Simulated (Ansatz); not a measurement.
Start from CdS in the zinc blende structure (space group F-43m, No. 216; a = 5.9267 Å).

The values are results of PBE/PAW in Ansatz (a program for electronic structure), without spin-orbit coupling, not measurements.

Strains are applied to the cell and any free atomic positions relax.

One change was made to it. Results:

```json
[
 {"quantity": "hole mass (degenerate bands, along [100])", "base": "0.13, 0.82, 0.82 mₑ (at Γ)", "after": "0.12, 0.85, 0.85 mₑ (at Γ)"},
 {"quantity": "pressure", "base": "0.0 kbar", "after": "-7.7 kbar"},
 {"quantity": "energy relative to the base (free energy F)", "base": "0 meV/atom", "after": "+1.0 meV/atom"},
 {"quantity": "band gap", "base": "1.04 eV", "after": "1.01 eV"}
]
```

Q: What was done to the base?
A) isotropic strain +2.50 %
B) isotropic strain −2.50 %
C) isotropic strain −3.00 %
D) isotropic strain +0.50 %

A: D, isotropic strain +0.50 %. For comparison, the band gap in the other runs: isotropic strain −2.50 % gives 1.21 eV; isotropic strain −3.00 % gives 1.24 eV; isotropic strain +2.50 % gives 0.87 eV.

Masses are band curvatures over ±0.01 Å⁻¹ around the edge. Stability against distortions was not tested.
